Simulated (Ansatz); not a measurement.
## How far a parabola holds: energy against volume of rock-salt VN (cubic form, which distorts at low temperature)

System: rock-salt VN (cubic form, which distorts at low temperature). Method: PBEsol (plane waves, PAW; Ansatz, a quantum-chemistry and plane-wave program). Run with plane-wave cutoff 520 eV, 22×22×22 k mesh, Fermi–Dirac smearing 0.05 eV, no spin polarisation, scalar-relativistic PAW data made under PBE. The cell has no free parameter but its volume, all volumes share cutoff and mesh, and the runs aren't spin-polarised. Energies are free energies at the run's smearing, counted from the lowest row; static lattice.

| V (Å³/atom) | E (meV/atom) |
|---|---|
| 7.940 | ? |
| 8.109 | 15.56 |
| 8.278 | 3.75 |
| 8.447 | 0.00 |
| 8.616 | 3.50 |
| 8.785 | 13.53 |

Q: Fit E against V with a parabola, and predict the withheld value at V = 7.940.

A: With u = V - 8.45, the rows have u = -0.34100, -0.17200, -0.00300, 0.16600, 0.33500. Least squares gives E = -0.014 - 1.786·u + 127.371·u². Residuals (row less fit): 0.154, -0.311, 0.007, 0.301, -0.152; standard error 0.342 (degrees of freedom: 2). The fitted curve has its minimum at V = 8.46, where E = -0.02. Its curvature is d²E/dV² = 2 × 127.371 meV/Å⁶, so B = V0·d²E/dV² × 0.1602 = 345 GPa. At the withheld row, u = -0.51000, so E = -0.014 - 1.786 × (-0.51000) + 127.371 × (-0.51000)² = 34.026 meV/atom. The calculation gives 36.34 meV/atom, 2.314 meV/atom above the prediction (6.4 % of the range of E in the table). The row lies outside the fitted rows, so this is an extrapolation. From the scatter of the fitted rows alone, a prediction at this place has a standard error of 0.810 meV/atom, so the miss is 2.9 times that.

The residuals are curvature that a parabola lacks, not noise. A solid that stiffens under compression and softens on expansion lies above the parabola at the compressed end and under it at the expanded end, as this row does. A third-order Birch-Murnaghan fit to the whole scan has B0 = 343 GPa. Only scans are tabulated whose curvature falls smoothly with volume, and where the parabola meets the shown rows within 5 % of their range and misses the end by 0.1 meV or more.

Measured, for comparison: bulk modulus 265 ± 5 GPa (room temperature, not corrected to a static lattice, sources range from 265 to 300; as tabulated in Synthesis of Binary Transition Metal Nitrides, Carbides and Borides from the …). Computed less measured: bulk modulus +29 % (+14 % to +29 % over the range).

Note: symmetry holds this phase in the static calculation, where it need not be a minimum.
